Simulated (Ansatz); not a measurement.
## Response to strain in AlN

Base system: AlN in the wurtzite structure (space group P6_3mc, No. 186; a = 3.130 Å, c = 5.018 Å).

Strains are applied to the cell and any free atomic positions relax.

The values are results of PBE (Ansatz, a first-principles code), scalar-relativistic without spin-orbit coupling, not measurements.

Computed cases, in order: isotropic strain −4.41 %; isotropic strain −1.98 %; the unstrained base; isotropic strain +0.32 %.

Q: Between which two neighbouring cases does the gap turn between direct and indirect?

A: Between isotropic strain −4.41 % (5.10 eV, indirect, Γ → K) and isotropic strain −1.98 % (4.56 eV, direct at Γ). The whole series: isotropic strain −4.41 %: 5.10 eV, indirect, Γ → K; isotropic strain −1.98 %: 4.56 eV, direct at Γ; the unstrained base: 4.03 eV, direct at Γ; isotropic strain +0.32 %: 3.95 eV, direct at Γ.

Stability against distortions was not tested.
